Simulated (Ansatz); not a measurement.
Worked example: self-consistent single point of Cd₂SeS (P3m1, 4 atoms in the cell) in Ansatz (a first-principles code).

Method of the run: PBEsol, default PAW files made with PBE (plane waves; Ansatz).

The change in words: lattice scaled by 0.98; basis.ecutwfc: 420 eV → 460 eV. Reference geometry:
```xyz
4
Lattice="4.3105 0.0000 0.0000 -2.1553 3.7330 0.0000 0.0000 0.0000 7.0289" Properties=species:S:1:pos:R:3 pbc="T T T"
Cd     0.0000     0.0000     3.4958
Cd     0.0000     2.4887     0.0678
Se     0.0000     2.4887     4.3983
S      0.0000     0.0000     0.8602
```

Reference input (self-consistent single point, DFT, PBEsol, plane waves, default PAW files made with PBE): basis.ecutwfc = 420 eV; kpoints.mp_grid.grid = 7 7 4; hamiltonian.xc = pbesol; hamiltonian.pseudopotentials = {kind: paw} (the program's default PAW files); scf.occupations.method = fermi_dirac; scf.occupations.width = 0.05 eV. This run's input differs from it in these lines:

Ansatz 0.2 input:
```diff
@@ -3,12 +3,12 @@
   lattice:
-    - [4.310543, 0.000000, 0.000000]
-    - [-2.155271, 3.733040, 0.000000]
-    - [0.000000, 0.000000, 7.028894]
+    - [4.224332, 0.000000, 0.000000]
+    - [-2.112166, 3.658379, 0.000000]
+    - [0.000000, 0.000000, 6.888316]
   atoms:
-    - { symbol: Cd, position_ang: [0.000000, 0.000000, 3.495771] }
-    - { symbol: Cd, position_ang: [-0.000002, 2.488695, 0.067759] }
-    - { symbol: Se, position_ang: [-0.000002, 2.488695, 4.398330] }
-    - { symbol: S, position_ang: [0.000000, 0.000000, 0.860196] }
+    - { symbol: Cd, position_ang: [0.000000, 0.000000, 3.425856] }
+    - { symbol: Cd, position_ang: [-0.000002, 2.438921, 0.066403] }
+    - { symbol: Se, position_ang: [-0.000002, 2.438921, 4.310364] }
+    - { symbol: S, position_ang: [0.000000, 0.000000, 0.842992] }
 basis:
-  ecutwfc: 420.0 eV
+  ecutwfc: 460.0 eV
 kpoints:
```

Log, with long lists cut:

```
SCF iter   1: F=—  HF=-22679.601783 eV  |F-HF|=—  |Δ(HF+E_count)|=         —  Δρ=4.77e-3  dr2=3.16e-2  ethr=1.77e-3  ⟨swp⟩=6.5  Hψ=4122  notcnv=0  defer=5
all-band conjugate gradients solve this SCF's bands
preconditioner: auto → Resta (q_TF=auto, 2.493 Å⁻¹)
SCF iter   2: F=—  HF=-22679.593743 eV  |F-HF|=—  |Δ(HF+E_count)|=   8.04e-3  Δρ=1.76e-3  dr2=5.28e-3  ethr=5.09e-5  ⟨swp⟩=3.0  Hψ=2088  notcnv=0  defer=42
   [... lines left out ...]
SCF iter   5: F=—  HF=-22679.592688 eV  |F-HF|=—  |Δ(HF+E_count)|=   3.72e-5  Δρ=6.38e-5  dr2=7.42e-6  ethr=9.97e-8  ⟨swp⟩=2.0  Hψ=1644  notcnv=0  defer=42
SCF iter   6: F=—  HF=-22679.592699 eV  |F-HF|=—  |Δ(HF+E_count)|=   1.14e-5  Δρ=2.89e-5  dr2=1.08e-6  ethr=1.20e-8  ⟨swp⟩=2.0  Hψ=1644  notcnv=0  defer=42
SCF iter   7: F=—  HF=-22679.592700 eV  |F-HF|=—  |Δ(HF+E_count)|=   1.13e-6  Δρ=1.09e-5  dr2=1.39e-7  ethr=1.74e-9  ⟨swp⟩=2.4  Hψ=1710  notcnv=0  defer=42
SCF iter   8: F=-22679.592701 eV  HF=-22679.592701 eV  |F-HF|=2.75e-8  |Δ(HF+E_count)|=   3.22e-7  Δρ=2.69e-6  dr2=1.11e-8  ethr=1.61e-10  ⟨swp⟩=8.3  Hψ=4941  notcnv=0
SCF 1 converged in 8 iterations: F = -22679.592701 eV  dr2 = 1.11e-8
Free energy (F): -22679.592701 eV
Internal energy: -22679.592690 eV  (E = F + TS)
E sigma→0 (E₀):  -22679.592695 eV
Entropy (-TS):   -0.000011 eV (-0.003 meV/atom)
Fermi energy:    7.456914 eV
--- Forces (eV/Å), atoms counted from 1 ---
  atom   1  Cd    -0.00000000    -0.00000000    -0.34665238
  atom   2  Cd     0.00000000     0.00000000     0.11333773
  atom   3  Se     0.00000000     0.00000000     0.10636375
  atom   4  S     -0.00000000    -0.00000000     0.12692792
--- Stress (GPa, compression-positive) ---
       -0.161068       0.000000      -0.000000
        0.000000      -0.161068       0.000000
       -0.000000       0.000000      -0.921969
  P = ⅓ Tr σ = -0.4147 GPa (-4.147 kbar)
  The stress holds the Pulay correction. Without it, at fixed plane waves, as pw.x and ABINIT print it: P = -0.4351 GPa
```

The run converged in 8 iterations. Against the reference run the free energy falls by 20.6 meV/atom, the pressure goes from -3.27 to -0.41 GPa, the largest force goes from 0.273 to 0.347 eV/Å and the gap on the mesh goes from 0.600 to 0.725 eV.

The starting cell comes from a database of computed structures (which also holds hypothetical and non-ambient phases and stackings), without a prior relaxation at this level. Its lattice was rescaled by up to half a per cent. One atom was moved a little off its site on purpose. For this run, on top of that: lattice scaled by 0.98. Ansatz's pressure includes its estimate of the finite-basis (Pulay) stress.
